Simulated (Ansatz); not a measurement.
Start from Ga₂O₃ (space group C2/m, No. 12; a = 12.2782 Å, b = 3.0474 Å, c = 5.8102 Å, α = γ = 90.00°, β = 103.72°).

The values are results of PBEsol in Ansatz (plane waves to 420 eV, PAW, scalar-relativistic without spin-orbit coupling), earlier PAW set, not measurements.

Base values:

- Width of the top valence band = 0.68 eV

Perturbation: the cell is scaled by 1.0469 in all directions, atoms relaxed at fixed cell.

Q: Estimate the effect on the valence-band top at Γ and width of the top valence band.

A: The valence-band top at Γ (three highest levels, from the VBM) amounts to 0.00, -0.28, -0.35 eV; the width of the top valence band drops by 0.17 eV to 0.51 eV.

The levels and masses belong to the bands next to the band gap. The cells carry an imposed strain or load. No phonon test of stability was made.

Ansatz is a quantum-chemistry and plane-wave program.
